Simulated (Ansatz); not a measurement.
Response to strain in SnO2

Take SnO₂ in the rutile structure (space group P4_2/mnm, No. 136) as the base.

```xyz
6
Lattice="4.7692 0.0000 0.0000 0.0000 4.7692 0.0000 0.0000 0.0000 3.2120" Properties=species:S:1:pos:R:3 pbc="T T T"
Sn     0.0000     0.0000     0.0000
Sn     2.3846     2.3846     1.6060
O      1.4607     1.4607     0.0000
O      3.8453     0.9239     1.6060
O      0.9239     3.8453     1.6060
O      3.3085     3.3085     0.0000
```

Cartesian axes are those of the cell as printed.

Strains are applied to the cell and any free atomic positions relax.

The values are results of Ansatz (a first-principles code), PBEsol, PAW, cutoff 420 eV, spin-orbit coupling left out, not measurements.

Notes on the quantities. pressure: mean of the normal stresses, compression positive.

| change | electron mass | pressure | largest internal atomic displacement | volume per atom | hole mass |
|---|---|---|---|---|---|
| base | 0.17 mₑ along c, 0.19 mₑ across (at Γ) | 0.00 GPa | – | 12.18 Å³ | 1.7 mₑ along c, 1.3 mₑ across (at Γ) |
| uniaxial strain ε_xx = −3.00 % | 0.18 mₑ along z, 0.20 mₑ across (at Γ) | 5.71 GPa | 0.051 Å | 11.81 Å³ | 2.3 mₑ along x, 1.0 mₑ along y, 2.1 mₑ along z (at Γ) |
| uniaxial strain ε_xx = −2.40 % | 0.18 mₑ along z, 0.20 mₑ across (at Γ) | 4.54 GPa | 0.036 Å | 11.88 Å³ | 1.1 mₑ along y, 1.8 mₑ across (at Γ) |
| uniaxial strain ε_xx = −1.80 % | 0.18 mₑ along z, 0.20 mₑ across (at Γ) | 3.36 GPa | 0.024 Å | 11.96 Å³ | 1.6 mₑ along x, 1.1 mₑ along y, 1.8 mₑ along z (at Γ) |
| uniaxial strain ε_xx = −1.20 % | 0.17 mₑ along z, 0.19 mₑ across (at Γ) | 2.21 GPa | 0.013 Å | 12.03 Å³ | 1.4 mₑ along x, 1.2 mₑ along y, 1.7 mₑ along z (at Γ) |
| uniaxial strain ε_xx = −0.60 % | 0.17 mₑ along z, 0.19 mₑ across (at Γ) | 1.09 GPa | – | 12.10 Å³ | – |

The levels and masses belong to the bands next to the band gap. Masses are band curvatures over ±0.01 Å⁻¹ around the edge. Stability against distortions was not tested.
